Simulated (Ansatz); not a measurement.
The reference is Mo in the bcc (W type) structure (space group Im-3m, No. 229; relaxed with 0.1 eV smearing).

```xyz
1
Lattice="-1.5756 1.5756 1.5756 1.5756 -1.5756 1.5756 1.5756 1.5756 -1.5756" Properties=species:S:1:pos:R:3 pbc="T T T"
Mo     0.0000     0.0000     0.0000
```

Cartesian axes are those of the cell as printed.

The values are results of Ansatz (an electronic-structure program) r2SCAN, no SOC, earlier PAW set, not measurements.

Modification: strain tensor (xx, yy, zz, yz, xz, xy) = (+0.34, −0.62, +0.03, −1.55, −0.30, +0.49) %, atoms relaxed at fixed cell.

Estimate the effect on the stress and energy relative to the base.

The stress (xx, yy, zz, yz, xz, xy; compression positive) amounts to (-0.4, 2.6, 0.5, 3.2, 0.5, -1.0) GPa; the energy increases by 6.4 meV/atom.

No phonon test of stability was made. The final runs are not spin-polarised.
